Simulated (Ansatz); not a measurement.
Ge2Sb2Te5: response to strain

The reference is Ge2Sb2Te5 (space group P-3m1, No. 164).

```yaml
crystal:
  lattice:
    - [4.23277, 0.00000, 0.00000]
    - [-2.11638, 3.66568, 0.00000]
    - [0.00000, 0.00000, 17.44148]
  atoms:
    - { symbol: Te, position: [0.00000, 0.00000, 0.00000] }
    - { symbol: Sb, position: [0.66667, 0.33333, 0.11340] }
    - { symbol: Sb, position: [0.33333, 0.66667, 0.88660] }
    - { symbol: Te, position: [0.33333, 0.66667, 0.21240] }
    - { symbol: Te, position: [0.66667, 0.33333, 0.78760] }
    - { symbol: Ge, position: [0.00000, 0.00000, 0.34089] }
    - { symbol: Ge, position: [0.00000, 0.00000, 0.65911] }
    - { symbol: Te, position: [0.66667, 0.33333, 0.42292] }
    - { symbol: Te, position: [0.33333, 0.66667, 0.57708] }
```

Cartesian axes are those of the cell as printed.

Strains are applied to the cell and any free atomic positions relax; under biaxial strain the out-of-plane vector relaxes too.

Method: PBE-D3(BJ)/PAW in Ansatz (an electronic-structure program), scalar-relativistic without spin-orbit coupling.

Notes on the quantities. pressure: mean of the normal stresses, compression positive.

| change | pressure | volume per atom | space group |
|---|---|---|---|
| base | 0.0 GPa | 30.07 Å³ | P-3m1 (No. 164) |
| biaxial strain −0.62 %, plane normal [001], relaxed out of plane | 0.3 GPa | 29.94 Å³ | P-3m1 (No. 164) |
| biaxial strain +1.45 %, plane normal [001], relaxed out of plane | -0.7 GPa | 30.36 Å³ | P-3m1 (No. 164) |
| biaxial strain +3.12 %, plane normal [001], relaxed out of plane | -1.5 GPa | 30.70 Å³ | P-3m1 (No. 164) |
| isotropic strain −3.09 % | 3.0 GPa | 27.37 Å³ | P-3m1 (No. 164) |
| uniaxial strain ε_xx = −2.48 % | 1.4 GPa | 29.32 Å³ | C2/m (No. 12) |
| uniaxial strain ε_zz = +1.22 % | -0.5 GPa | 30.44 Å³ | P-3m1 (No. 164) |
| uniaxial strain ε_zz = +1.49 % | -0.6 GPa | 30.52 Å³ | P-3m1 (No. 164) |
| tensor shear ε_xz = −0.92 % | 0.1 GPa | 30.07 Å³ | P-1 (No. 2) |

Stability against distortions was not tested. All final runs are without spin polarisation. The program warned that a D3 coordination switch lies within reach, so dispersion energies are less smooth here.
